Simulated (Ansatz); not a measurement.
# GaN: energy against volume

GaN (zinc blende, F-43m, 11.375 Å³/atom and stress up to 0.01 GPa in the relaxed cell, cube axes along x, y and z) under an equal strain ε along all three axes. r2SCAN in Ansatz, a plane-wave DFT program (PAW, default set), 500 eV, 13×13×13 Γ-centred mesh, Fermi-Dirac smearing 0.05 eV; ions are relaxed, or left where forces stay under 0.02 eV/Å, within the symmetry of each cell.

Here V stands for volume and E for E less E0.

| volume (Å³/atom) | E less E0 (meV/atom) | pressure (GPa) |
|---|---|---|
| 10.3814 | ? | ? |
| 10.7058 | 26.86 | 13.57 |
| 10.8705 | 14.85 | 9.82 |
| 11.0369 | 6.49 | 6.32 |
| 11.2050 | 1.60 | 3.05 |
| 11.3747 | 0.00 | 0.00 |
| 11.5462 | 1.55 | -2.85 |
| 11.7194 | 6.08 | -5.50 |
| 11.8943 | 13.45 | -7.97 |
| 12.0709 | 23.52 | -10.26 |

Question: Using the third-order Birch-Murnaghan form, a cubic in V^(-2/3), estimate the missing E at V = 10.3814 from the other rows, showing the fit.

Answer: With u = V^(-2/3) - 0.198, the rows have u = 0.007867, 0.005783, 0.003729, 0.001706, -0.000285, -0.002248, -0.004181, -0.006086, -0.007962. Least squares gives E = 0.035 + 228.07·u + 401761·u² + 335958·u³. Residuals (row less fit): 0.002, -0.005, 0.000, 0.005, -0.003, 0.001, 0.000, -0.002, 0.001; standard error 0.004 (degrees of freedom: 5). Its minimum lies at u = -0.000284, so V0 = (0.197716)^(-3/2) = 11.37. There d²E/du² = 802900 and d³E/du³ = 2016000, so B0 = (4/9) × 11.37^(-7/3) × 802900 × 0.160218 = 197 GPa (the last factor turns the table's units into GPa), and B0' = 4 + (2/3) × 0.197716 × (2016000)/802900 = 4.3. B0' rests on the cubic coefficient alone and has a standard error of 0.1 from these residuals. At the withheld row, u = 0.012134, so E = 0.035 + 228.07 × 0.012134 + 401761 × 0.012134² + 335958 × 0.012134³ = 62.555 meV/atom. The calculation gives 62.49 meV/atom, 0.065 meV/atom below the prediction (0.1 % of the range of E in the table). The row lies outside the fitted rows, so this is an extrapolation. The scatter of the fitted rows lies at the last printed digit.

Other structures, which can take over under pressure, weren't tried. The same form fitted to the pressure column gives B0' = 4.3; series where the two differ by over 0.4 aren't shown. GaN is here a metastable form; wurtzite is the usual one. Rows are the converged runs of the series near zero and its far end, less any whose ions stayed unrelaxed beside relaxed ones; series whose fitted rows scatter by over a few per cent of the range, as at a crossing or softening among them, aren't shown in this form.
